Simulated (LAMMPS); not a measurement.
System: a melt made from Ni (fcc), 4000 atoms, at 2420 K and 0 GPa, brought to that temperature within a few picoseconds.

Model: classical MD, pair style eam/alloy, file NiAlH_jea.eam.alloy (LAMMPS).

```tsv
frequency (THz)	spectral density (1/THz)
0.07900	0.1194
0.3960	0.1144
0.7125	0.1107
1.029	0.1101
1.346	0.1111
1.663	0.1125
1.979	0.1115
2.296	0.1126
2.612	0.1152
2.929	0.1172
3.246	0.1174
3.562	0.1158
3.879	0.1144
4.196	0.1141
4.512	0.1142
4.829	0.1141
5.146	0.1123
5.463	0.1099
5.779	0.1075
6.096	0.1050
6.412	0.1029
6.729	0.0993
7.046	0.0942
7.363	0.0879
7.679	0.0800
7.996	0.0720
8.312	0.0630
8.629	0.0539
8.946	0.0454
9.262	0.0383
9.579	0.0315
9.896	0.0257
10.21	0.0213
10.53	0.0178
10.85	0.0148
11.16	0.0123
11.48	0.0103
11.80	0.0086
12.11	0.0073
12.43	0.0062
12.75	0.0053
13.06	0.0045
13.38	0.0038
13.70	0.0032
14.01	0.0027
14.33	0.0023
14.65	0.0020
14.96	0.0017
15.28	0.0015
15.60	0.0013
```

Read from the full data:
- state found: liquid
- mean frequency of the velocity spectrum: 4.6 THz
